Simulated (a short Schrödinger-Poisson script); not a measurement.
System: gated Al0.2Ga0.8N/GaN polarisation-induced gas, at 20 K.

```tsv
layer	material	thickness (nm)	Na (cm⁻³)
1	Al0.2Ga0.8N	10	-
2	GaN	6000	1e15
```

The device is made up for the run: typed textbook-type constants, with dimensions and the other settings drawn at random. Al0.2Ga0.8N: permittivity 9.38, conduction-band edge (eV) 0.262, gap (eV) 3.804, electron mass (mₑ) 0.224, Nv at 300 K (cm⁻³) 4.6e19. GaN: permittivity 9.5, conduction-band edge (eV) 0, gap (eV) 3.43, Nv at 300 K (cm⁻³) 4.6e19.

Channel valleys (confinement mass, in-plane density-of-states mass, number): Γ 0.2, 0.2, 1. At the gate the conduction-band edge of layer 1 lies 1.1 eV − eVg above the Fermi level of the channel; the field vanishes at the back. Sheet of polarisation charge: +9.4e12 e/cm² at 10 nm from the gate. The barrier under the gate holds no holes. Gaps are held at their typed values at every temperature. Mesh 0.08 nm at interfaces.

From a short Schrödinger-Poisson script (our own, NumPy): 1D Poisson equation in equilibrium, electrons quantum, Hartree (BenDaniel-Duke, 40 states a valley, the channel's in-plane mass for all, wave functions free to enter the barrier), parabolic valleys, classical holes, full ionisation, no traps, pinning or gate leakage.

The same stack at other levels of the model or other numerical settings:

```csv
run,sheet density of all electrons at Vg = 0.5 V (cm⁻²),sheet density of all electrons at Vg = -0.5 V (cm⁻²),capacitance at Vg = 0.5 V (μF/cm²),centroid of the channel electrons at Vg = 0.5 V (nm),rough cost against the base
base,6.22e12,1.68e12,0.759,1.93,about 1
"electrons treated as classical, Boltzmann",7.31e12,2.18e12,0.823,0.14,0.03
"electrons treated as classical, Fermi-Dirac",6.27e12,1.81e12,0.726,1.60,0.1
"electrons treated as quantum, Hartree plus LDA exchange-correlation",6.41e12,1.79e12,0.765,1.67,1
mesh six times as coarse,6.22e12,1.68e12,0.759,1.86,0.3
one subband a valley,6.21e12,1.68e12,0.754,1.79,0.3
```

The classical rows ignore confinement, and Boltzmann statistics overrate the density once the band edge passes the Fermi level.
